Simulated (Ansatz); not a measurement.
Band structure of K2MgF4 (I4/mmm, 7 atoms in the cell).

```yaml
crystal:
  lattice:
    - [-1.93190, 1.93190, 6.41123]
    - [1.93190, -1.93190, 6.41123]
    - [1.93190, 1.93190, -6.41123]
  atoms:
    - { symbol: K, position: [0.64766, 0.64766, 0.00000] }
    - { symbol: K, position: [0.35234, 0.35234, 0.00000] }
    - { symbol: Mg, position: [0.00000, 0.00000, 0.00000] }
    - { symbol: F, position: [0.50000, 0.00000, 0.50000] }
    - { symbol: F, position: [0.00000, 0.50000, 0.50000] }
    - { symbol: F, position: [0.84753, 0.84753, 0.00000] }
    - { symbol: F, position: [0.15247, 0.15247, 0.00000] }
```

Method: PBEsol, default PAW files made with PBE (plane waves; Ansatz, a quantum-chemistry and plane-wave program).

Settings: basis.ecutwfc = 420 eV; kpoints.mp_grid.grid = 8 8 8; hamiltonian.xc = pbesol; hamiltonian.pseudopotentials = {kind: paw} (the program's default PAW files); scf.occupations.method = gaussian; scf.occupations.width = 0.02 eV; kpoints.band_path.npoints = 10.

The starting cell comes from a database of computed structures (which also holds hypothetical and non-ambient phases and stackings), without a prior relaxation at this level. Its lattice was rescaled by a random factor within 2.5 % of one.

Q: Predict the gap along the standard path and the places of the band edges.

A: The gap along the path is 7.02 eV, from X to Γ; the smallest direct gap on it is 7.20 eV.

Levels in eV from the top of the valence band on the path, bands 25 to 32:
| point | 25 | 26 | 27 | 28 | 29 | 30 | 31 | 32 |
|---|---|---|---|---|---|---|---|---|
| Γ | -0.43 | -0.25 | -0.17 | -0.17 | 7.02 | 9.47 | 10.41 | 10.47 |
| X | -0.42 | -0.17 | -0.17 | 0.00 | 9.35 | 9.78 | 10.68 | 10.97 |
| Y | -0.43 | -0.19 | -0.17 | 0.00 | 9.38 | 9.74 | 10.76 | 11.01 |
| S | -0.66 | -0.47 | -0.39 | -0.11 | 9.55 | 9.58 | 11.27 | 11.52 |
| Z | -0.39 | -0.39 | -0.20 | -0.20 | 7.96 | 9.00 | 9.07 | 10.55 |
| S1 | -0.66 | -0.47 | -0.39 | -0.11 | 9.55 | 9.58 | 11.27 | 11.52 |
| N | -0.66 | -0.44 | -0.40 | -0.11 | 9.51 | 9.65 | 11.30 | 11.59 |
| P | -0.48 | -0.17 | -0.07 | -0.07 | 9.54 | 9.54 | 10.65 | 11.02 |
| Y1 | -0.43 | -0.19 | -0.17 | 0.00 | 9.38 | 9.74 | 10.76 | 11.01 |

Keys are those of Ansatz 0.2.
